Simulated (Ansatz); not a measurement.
Levels about the gap of amorphous Ga₂₄O₃₇Zn (62 atoms in a cell of 763 Å³, 5.07 g/cm³; zone centre alone, so wide bands show as single levels with stretches between that a denser mesh fills), at the geometry that PBE relaxed, where it gives 0.1 GPa on a denser mesh. The participation number counts the atoms over which a state spreads; weights are charges in smoothed Voronoi cells. The levels come from a single point, so bond lengths are those of that geometry. Method of the levels: PBE, scalar-relativistic without spin-orbit coupling (Ansatz, an electronic-structure program). Sampling: the zone centre alone; Fermi-Dirac width 0.02 eV; no spin polarisation. At PBE the levels at the filled edge of the gap are localised (band-tail or defect states), and the nearest spread-out levels lie 1.9 eV apart at the zone centre.

Preparation: random packing, a CHGNet melt and quench, and a DFT relaxation. O atoms were pushed apart under 1.9 Å during the dynamics, to hinder bonds among them. The hot cell started wider than the set density and was brought back towards it in steps. It is the lowest in DFT energy of 2 quenches. It is a model cell: composition and starting density were chosen by hand, and all elements were melted together. No dispersion term was used. Its density started from a set value of 5.01 and ended at 5.07 g/cm³. The simulated quench (nominally 220 K/ps over its main leg) is rapid and tends to freeze in more defects than a deposited or slowly cooled glass has. A cell of this size samples the disorder only roughly. Volume and shape were free in the relaxation.

```tsv
E - E(highest filled), eV	filling	participation number	largest on	weight O	weight Ga	weight Zn
-0.45	filled	16.0	O, 3 neighbours	0.94	0.06	0.00
-0.38	filled	15.7	O, 3 neighbours	0.94	0.05	0.01
-0.35	filled	10.0	O, 3 neighbours	0.94	0.05	0.01
-0.28	filled	14.3	O, 3 neighbours	0.94	0.05	0.01
-0.21	filled	11.2	O, 2 neighbours	0.93	0.05	0.02
-0.18	filled	5.4	O, 3 neighbours	0.95	0.05	0.01
0.00	filled	4.8	O, 3 neighbours	0.95	0.04	0.01
1.60	empty	57.7	Ga, 5 neighbours	0.52	0.46	0.03
4.23	empty	37.7	Ga, 5 neighbours	0.56	0.43	0.01
4.39	empty	42.5	Ga, 5 neighbours	0.55	0.40	0.05
4.41	empty	29.9	Ga, 4 neighbours	0.56	0.43	0.02
4.59	empty	35.1	Ga, 6 neighbours	0.56	0.43	0.00
4.83	empty	44.2	Ga, 4 neighbours	0.58	0.39	0.03
4.92	empty	47.4	Ga, 4 neighbours	0.58	0.42	0.01
```

Most localised among these is the filled level at +0.00 eV, on a O atom, which has 3 neighbours (Ga 1.84 Å, Ga 1.95 Å, Ga 2.17 Å).
